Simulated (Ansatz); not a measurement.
Surface energy of faces of tetragonal indium in PBE and in LDA, in Ansatz (plane waves, PAW). Symmetric slabs relaxed with PBE from ideal cuts in 1x1 cells (the lowest computed cut and spin start of each face; real faces may reconstruct in larger cells); LDA values are single points on them, with the bulk at the same level. No spin-orbit coupling, no U.

```tsv
face	PBE (J/m²)	LDA (J/m²)
(001)	0.31	0.48
(100)	0.38	0.56
(101)	0.31	0.49
(102)	0.33	0.47
(103)	0.34	0.47
(110)	0.34	0.55
(112)	0.37	0.55
(201)	0.33	?
(203)	0.31	0.46
```

Problem. Fit a straight line y = a·x + b by least squares to the 8 complete rows (x: PBE (J/m²); y: LDA (J/m²)).

Solution. the means are x̄ = 0.3362 and ȳ = 0.5038; Σ(x − x̄)² = 0.0051875 and Σ(x − x̄)(y − ȳ) = 0.0064125, so a = 1.236 and b = ȳ − a·x̄ = 0.088. The largest residual is 0.042.

Problem. What does the line predict for the withheld row, (201), and what did the calculation give?

Solution. the line gives 0.50; the calculation gave 0.49, a miss of -0.01, of the size of the fitted rows' scatter and rounding.

Ansatz is a program for electronic structure.
